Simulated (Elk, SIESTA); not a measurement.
An Elk input for a self-consistent single point of Cu3N (Pm-3m, 4 atoms in the cell) (DFT, PBE+U, all-electron FP-LAPW, Elk's shipped species files, default APW+lo basis):

```
tasks
  0

xctype
  20

rgkmax
  7.0

stype
  3

swidth
  0.00499791

dft+u
  1 1   : dftu, inpdftu
  1 2  0.073499  0.000000   : is, l, U, J

scale
  1.889726125

avec
    3.7498600000    0.0000000000    0.0000000000
    0.0000000000    3.7498600000    0.0000000000
    0.0000000000    0.0000000000    3.7498600000

atoms
  2   : nspecies
  'Cu.in'   : spfname
  3   : natoms; atposl, bfcmt below
  0.0000000000  0.0000000000  0.5000000000    0.0 0.0 0.0
  0.5000000000  0.0000000000  0.0000000000    0.0 0.0 0.0
  0.0000000000  0.5000000000  0.0000000000    0.0 0.0 0.0
  'N.in'   : spfname
  1   : natoms; atposl, bfcmt below
  0.0000000000  0.0000000000  0.0000000000    0.0 0.0 0.0

ngridk
  6 6 6
```

Write the same calculation as an input for SIESTA.

This is the input that was run; spellings and numerical settings could be chosen otherwise.

```
# files in the folder: Cu.psml N.psml (PseudoDojo PBE standard)
SystemName  Cu3N
SystemLabel Cu3N

NumberOfAtoms                4
NumberOfSpecies              2
%block ChemicalSpeciesLabel
  1 29 Cu
  2 7 N
%endblock ChemicalSpeciesLabel
LatticeConstant              1.0 Ang
%block LatticeVectors
     3.749860000    0.000000000    0.000000000
     0.000000000    3.749860000    0.000000000
     0.000000000    0.000000000    3.749860000
%endblock LatticeVectors
AtomicCoordinatesFormat      Bohr
%block AtomicCoordinatesAndAtomicSpecies
     0.000000000    0.000000000    3.543104203  1
     3.543104203    0.000000000    0.000000000  1
     0.000000000    3.543104203    0.000000000  1
     0.000000000    0.000000000    0.000000000  2
%endblock AtomicCoordinatesAndAtomicSpecies

XC.functional                GGA
XC.authors                   PBE
PAO.BasisSize                DZP
PAO.EnergyShift              0.005 Ry
MeshCutoff                   300 Ry
%block kgrid.MonkhorstPack
    6   0   0  0.0
    0   6   0  0.0
    0   0   6  0.0
%endblock kgrid.MonkhorstPack
OccupationFunction           FD
ElectronicTemperature        1578.21 K
DFTU.ProjectorGenerationMethod 2
DFTU.CutoffNorm              0.9
DFTU.FirstIteration          true
%block DFTU.proj
  Cu 1
  n=3 2
  2.00 0.00
  0.00 0.00
%endblock DFTU.proj

MaxSCFIterations             150
SCF.Mixer.Method             Pulay
SCF.Mixer.Weight             0.2
SCF.Mixer.History            6
SCF.DM.Tolerance             1.0E-04
Diag.ParallelOverK           true
WriteForces                  true
Charge.Mulliken              end
```

Basis, cutoffs, solver keys and any potentials are the target program's own. This input uses DFT, GGA PBE+U, numerical atomic orbitals DZP, PseudoDojo PBE standard norm-conserving potentials (rewritten from UPF to PSML).

The starting cell comes from a database of computed structures (which also holds hypothetical and non-ambient phases and stackings), without a prior relaxation at this level. Its lattice was rescaled by a random factor within 2.5 % of one.
